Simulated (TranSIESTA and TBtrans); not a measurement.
System: diphenylsilane-4,4'-diyl held by thiolate S between the apex atoms of two Al(100) rods. Leads: fcc Al rod along [100], layers of 5 and 4 atoms, a = 4.04 Å. Geometry: as built, not relaxed. Transport runs along z; the first 18 and the last 18 of the 94 atoms are the lead cells, repeated to infinity.

```xyz
94
Lattice="14.213 0.000 0.000 0.000 14.213 0.000 0.000 0.000 45.534" Properties=species:S:1:pos:R:3 pbc="F F T"
Al     7.107     7.107     0.000
Al     9.963     7.107     0.000
Al     7.107     9.963     0.000
Al     4.250     7.107     0.000
Al     7.107     4.250     0.000
Al     8.535     8.535     2.020
Al     5.678     8.535     2.020
Al     8.535     5.678     2.020
Al     5.678     5.678     2.020
Al     7.107     7.107     4.040
Al     9.963     7.107     4.040
Al     7.107     9.963     4.040
Al     4.250     7.107     4.040
Al     7.107     4.250     4.040
Al     8.535     8.535     6.060
Al     5.678     8.535     6.060
Al     8.535     5.678     6.060
Al     5.678     5.678     6.060
Al     7.107     7.107     8.080
Al     9.963     7.107     8.080
Al     7.107     9.963     8.080
Al     4.250     7.107     8.080
Al     7.107     4.250     8.080
Al     8.535     8.535    10.100
Al     5.678     8.535    10.100
Al     8.535     5.678    10.100
Al     5.678     5.678    10.100
Al     7.107     7.107    12.120
Al     9.963     7.107    12.120
Al     7.107     9.963    12.120
Al     4.250     7.107    12.120
Al     7.107     4.250    12.120
Al     8.535     8.535    14.140
Al     5.678     8.535    14.140
Al     8.535     5.678    14.140
Al     5.678     5.678    14.140
Al     7.107     7.107    16.160
S      8.540     8.150    17.626
C      7.661     7.510    19.047
C      6.605     8.240    19.606
C      5.919     7.742    20.718
C      6.280     6.505    21.268
C      7.346     5.782    20.718
C      8.031     6.281    19.606
Si     5.409     5.871    22.767
C      6.280     6.505    24.265
C      7.346     5.782    24.816
C      8.031     6.281    25.928
C      7.661     7.510    26.486
S      8.540     8.150    27.908
C      6.605     8.240    25.928
C      5.919     7.742    24.816
H      6.318     9.194    19.182
H      5.110     8.319    21.147
H      7.647     4.834    21.147
H      8.851     5.715    19.183
H      4.015     6.340    22.767
H      5.427     4.401    22.767
H      7.647     4.834    24.387
H      8.851     5.715    26.351
H      6.318     9.194    26.351
H      5.110     8.319    24.387
Al     7.107     7.107    29.374
Al     8.535     8.535    31.394
Al     5.678     8.535    31.394
Al     8.535     5.678    31.394
Al     5.678     5.678    31.394
Al     7.107     7.107    33.414
Al     9.963     7.107    33.414
Al     7.107     9.963    33.414
Al     4.250     7.107    33.414
Al     7.107     4.250    33.414
Al     8.535     8.535    35.434
Al     5.678     8.535    35.434
Al     8.535     5.678    35.434
Al     5.678     5.678    35.434
Al     7.107     7.107    37.454
Al     9.963     7.107    37.454
Al     7.107     9.963    37.454
Al     4.250     7.107    37.454
Al     7.107     4.250    37.454
Al     8.535     8.535    39.474
Al     5.678     8.535    39.474
Al     8.535     5.678    39.474
Al     5.678     5.678    39.474
Al     7.107     7.107    41.494
Al     9.963     7.107    41.494
Al     7.107     9.963    41.494
Al     4.250     7.107    41.494
Al     7.107     4.250    41.494
Al     8.535     8.535    43.514
Al     5.678     8.535    43.514
Al     8.535     5.678    43.514
Al     5.678     5.678    43.514
```

Run with TranSIESTA and TBtrans (open boundaries, self-consistent; PseudoDojo norm-conserving potentials, scalar-relativistic): PAO.BasisSize SZP, PAO.EnergyShift 0.15 eV, XC.Authors PBE, Mesh.Cutoff 150 Ry, ElectronicTemperature 300 K, TS.Voltage 0.0 eV, TBT.Elecs.Eta 0.001 eV, no spin polarisation.

Energies count from the leads' Fermi level. Transmissions are for one spin of a degenerate pair. The energy step is 0.02 eV; narrower resonances are cut or missed.

```tsv
E (eV)	T
-0.20	2.97e-5
-0.16	2.81e-5
-0.12	2.98e-5
-0.08	3.63e-5
-0.04	5.14e-5
0.00	8.61e-5
0.04	0.000250
0.08	0.000393
0.12	0.000475
0.16	0.000554
0.20	0.000638
```

**Question.** Give the zero-bias conductance in μS and the resistance at 300 K.

**Answer.** At the Fermi level T = 8.61e-5. Averaged with −∂f/∂E over the full grid (kT = 25.9 meV) it is 0.000134, well away from the value at one energy, as T changes fast within a few kT. With G0 = 2e²/h = 77.48 μS, G = 0.0104 μS and R = 1/G = 96200 kΩ.

**Question.** Estimate the thermopower by Mott's formula S = −(π²/3)(kB²T/e) d ln T/dE from the rows at -0.04 and 0.04 eV.

**Answer.** d ln T/dE = 19.8 eV⁻¹ and (π²/3) kB²T/e = 7.33 μV/K · eV, so S = -140 μV/K; the full integral gives -120 μV/K. A negative sign means that T rises with energy over the thermal window.

The leads' channel count changes near 0.03 eV, within the thermal window, so values at the Fermi level hang on where that band edge falls. Semilocal functionals put molecular levels too close to the Fermi level and tend to overestimate such conductances.
